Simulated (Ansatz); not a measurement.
Given:

```xyz
3
Lattice="1.9743 1.1399 5.1971 -1.9743 1.1399 5.1971 0.0000 -2.2798 5.1971" Properties=species:S:1:pos:R:3 pbc="T T T"
Ca     0.0000     0.0000     0.0000
Ge     0.0000     0.0000    12.4384
Ge     0.0000     0.0000     3.1528
```

The numbers are results of PBEsol, DFPT electron-phonon coupling, linearised Boltzmann equation (plane waves, PAW, scalar-relativistic; Ansatz, a program for electronic structure), not measurements. How the cell was made: relaxed with this functional, without spin-orbit coupling.

Q: What phonon-limited resistivity does this give at 300 K?

A: 51 (x), 51 (y), 28 (z) μΩ·cm.

A metal at this level (no band gap). Only scattering by harmonic phonons is included (no impurities, grain boundaries, electron-electron scattering or thermal expansion). Spin-orbit coupling is left out. Halving the electron mesh (24x24x24) moves the resistivity by up to 7 % at 300 K. Smearing 0.20 eV; phonons on a 4x4x4 q mesh, which this run doesn't test.

Computed structure with no diffraction record at hand here (it may be known, metastable or hypothetical): CaGe2 (R-3m).
